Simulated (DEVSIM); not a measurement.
Device: abrupt GaSb p-n junction, at 300 K.

```tsv
layer (left to right)	material	thickness (μm)	Nd (cm⁻³)	Na (cm⁻³)	τn (s)	τp (s)
1	GaSb	0.940	-	2.3e15	8.9e-8	8.9e-8
2	GaSb	0.420	5.6e15	-	8.9e-8	8.9e-8
```

Left contact: ohmic. Right contact: ohmic. Voltage is applied to the left contact. Recombination: SRH at mid-gap, Auger. Mobility is constant in doping. Where it depends on doping, it is μmin + (μ − μmin)/(1 + (N/Nref)^α).

The device is made up for the run: typed textbook-type constants, with dimensions and the other settings drawn at random. Values at 300 K. The table also holds parameters that only a changed run uses.

| parameter | GaSb |
|---|---|
| gap (eV) | 0.726 |
| affinity (eV) | 4.06 |
| permittivity | 15.7 |
| Nc (cm⁻³) | 2.1e17 |
| Nv (cm⁻³) | 1.8e19 |
| μn (cm²/Vs) | 5000 |
| μp (cm²/Vs) | 850 |
| μn,min | 1000 |
| μp,min | 190 |
| Nref,n | 2.8e17 |
| Nref,p | 9e17 |
| αn | 1.05 |
| αp | 0.65 |
| Cn (cm⁶/s) | 5e-30 |
| Cp (cm⁶/s) | 5e-30 |

Model (solved in DEVSIM): 1D drift-diffusion, Boltzmann statistics, complete ionisation; no tunnelling, impact ionisation, image-force lowering or self-heating.

Base results: dark forward voltage at 1 A/cm² (V) 0.204; dark forward voltage at 100 A/cm² (V) 0.334; largest field in the device at zero bias (V/cm) 11000; potential step across the device at zero bias (V) 0.401.

Q: What follows from this one change: thickness of layer 1 0.94 → 0.33 μm?

A: dark forward voltage at 1 A/cm² 0.204 → 0.154 V; dark forward voltage at 100 A/cm² 0.334 → 0.294 V; largest field in the device at zero bias little changed (12000 V/cm); potential step across the device at zero bias little changed (0.401 V).

Q: What follows from this one change: doping Na of layer 1 2.3e+15 → 6.9e+14 cm^-3?

A: dark forward voltage at 1 A/cm² 0.204 → 0.162 V; dark forward voltage at 100 A/cm² 0.334 → 0.306 V; largest field in the device at zero bias 11000 → 7000 V/cm; potential step across the device at zero bias 0.401 → 0.369 V.
